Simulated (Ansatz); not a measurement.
Adsorption energy and surface dipole of Cl on the 1x1 (0001) surface of hcp Ti, one in a 2x1 cell, started at the site 'top Ti', worked from the runs' numbers; total energies count from the potentials' own zero.

The numbers are results of PBE (plane waves to 420 eV, PAW; Ansatz, a program for electronic structure), not measurements.

Set-up: 9 atoms, 6.8 Å thick at the start under the adsorbate (thin: gaps and levels are the slab's own); mesh 6x12x1; 0.1 eV smearing; dipole correction on; 4 atoms held, the rest relaxed; symmetry of the start imposed; no spin, no spin-orbit, no U, no dispersion correction. At the end it is bonded to 3 Ti. In PBE this state lies 0.09 eV over the lowest of the starts that converged ('hollow Ti-Ti-Ti').

```
quantity                                                            value
----------------------------------------------------------  -------------
slab with the adsorbate                                     -21076.351 eV
clean slab, same cell and mesh                              -19993.663 eV
reference, ½ Cl2(g)                                          -1079.444 eV
area of the cell                                                 14.96 Å²
change of the step from the bottom to the top vacuum level      -0.212 eV
```

Q: What is the adsorption energy against this reference?

A: E(slab + adsorbate) − E(slab) − E(reference) = -3.24 eV, so in this state the adsorbate is more stable than in the reference, at a coverage of 6.69 a nm².

Q: What dipole does adsorption add to the slab along the outward normal (Helmholtz relation, ε₀ = 0.005526 e/(V·Å))?

A: p = −ε₀·A·ΔV = 0.017 e·Å = 0.08 D; its positive end points to the vacuum, which lowers the vacuum level.
